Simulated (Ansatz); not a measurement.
Consider VBiO4 (space group I4_1/a, No. 88; a = 5.121 Å, c = 11.621 Å).

Level of theory: r2SCAN/PAW in Ansatz (a program for electronic structure), without spin-orbit coupling.

Before the change:

| Property | Value |
|---|---|
| Band gap | 2.46 eV |
| Lattice parameter a | 5.121 Å |

Perturbation: a negative pressure, −1 GPa.

Task: What happens to the band gap and lattice parameter a?

Result: The band gap increases by 0.03 eV, from 2.46 eV to 2.49 eV; the lattice parameter a increases by 0.011 Å, from 5.121 Å to 5.132 Å.

With Bi present, leaving out spin-orbit coupling can change the band edges. Load acts through the strain it causes; cell and atoms are relaxed under it. Stability against distortions was not tested. Starting moments died away, wholly or in part, for the base; another magnetic solution may exist. The final runs are not spin-polarised.
